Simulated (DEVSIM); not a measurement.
Structure: abrupt GaP n-p junction, at 350 K.

| layer (left to right) | material | thickness (μm) | Nd (cm⁻³) | Na (cm⁻³) | τn (s) | τp (s) |
|---|---|---|---|---|---|---|
| 1 | GaP | 29.0 | 3.6e16 | - | 5.9e-7 | 5.9e-7 |
| 2 | GaP | 45.0 | - | 2.2e15 | 5.9e-7 | 5.9e-7 |

Left contact: ohmic. Right contact: ohmic. Voltage is applied to the left contact. Recombination: SRH at mid-gap. Mobility is μmin + (μ − μmin)/(1 + (N/Nref)^α).

This is a model device: material constants are rounded textbook-type values typed into the input, and sizes, dopings and lifetimes were drawn at random. Values at 300 K; Nc and Nv go as T^1.5, mobilities as T to minus their exponent, the gap by Varshni's rule with the affinity fixed. The table also holds parameters that only a changed run uses.

```csv
parameter,GaP
gap (eV),2.26
affinity (eV),3.8
permittivity,11.1
Nc (cm⁻³),1.8e19
Nv (cm⁻³),1.9e19
μn (cm²/Vs),250
μp (cm²/Vs),150
"μn,min",10
"μp,min",10
"Nref,n",4.4e18
"Nref,p",1e18
αn,0.8
αp,0.85
T exponent of μn,1.6
T exponent of μp,1.98
Cn (cm⁶/s),1e-30
Cp (cm⁶/s),1e-30
Varshni α (eV/K),0.00058
Varshni β (K),372
```

DEVSIM, 1D drift-diffusion, Boltzmann statistics, complete ionisation; no tunnelling, impact ionisation, image-force lowering or self-heating.

Base results: potential step across the device at zero bias (V) 1.765; dark forward voltage at 1 A/cm² (V) 1.734; largest field in the device at zero bias (V/cm) 34000.

### Question
What follows from this one change: temperature 350 → 300 K?

### Answer
potential step across the device at zero bias 1.765 → 1.865 V; dark forward voltage at 1 A/cm² 1.734 → 1.832 V; largest field in the device at zero bias little changed (35000 V/cm).

### Question
What follows from this one change: thickness of layer 2 45 → 220 μm?

### Answer
potential step across the device at zero bias little changed (1.765 V); dark forward voltage at 1 A/cm² 1.734 → 2.152 V; largest field in the device at zero bias little changed (34000 V/cm).

### Question
What follows from this one change: doping Nd of layer 1 3.6e+16 → 3.6e+17 cm^-3?

### Answer
potential step across the device at zero bias 1.765 → 1.834 V; dark forward voltage at 1 A/cm² little changed (1.731 V); largest field in the device at zero bias 34000 → 47000 V/cm.
